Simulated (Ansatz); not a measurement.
The reference is TiC in the rock salt structure (space group Fm-3m, No. 225; relaxed with 0.1 eV smearing).

```cif
data_C4Ti4
_chemical_formula_sum 'Ti4 C4'
_space_group_name_H-M_alt 'Fm-3m'
_space_group_IT_number 225
_space_group_name_Hall '-F 4 2 3'
_cell_length_a 4.33308
_cell_length_b 4.33308
_cell_length_c 4.33308
_cell_angle_alpha 90.000
_cell_angle_beta 90.000
_cell_angle_gamma 90.000
loop_
_atom_site_label
_atom_site_type_symbol
_atom_site_symmetry_multiplicity
_atom_site_Wyckoff_symbol
_atom_site_fract_x
_atom_site_fract_y
_atom_site_fract_z
_atom_site_occupancy
Ti1 Ti 4 a 0.00000 0.00000 0.00000 1
C1 C 4 b 0.50000 0.50000 0.50000 1
```
(The calculation used a cell of 2 atoms; values per cell refer to that cell.)

Level of theory: Ansatz (an electronic-structure program), PBE, PAW, cutoff 420 eV, scalar-relativistic without spin-orbit coupling.

Before the change:

The pressure comes out as 0.0 GPa. The band gap is zero.

One thing is altered: the cell is scaled by 0.9900 in all directions; the atoms relax in the strained cell.

What does the calculation give for the energy relative to the base after the change?

The energy goes up by 7.4 meV/atom.

What happens to the pressure?

The pressure goes from zero to 8.0 GPa.

Predict the new band gap.

The band gap remains zero.

Whether these cells are dynamically stable was not tested. The final runs are not spin-polarised.
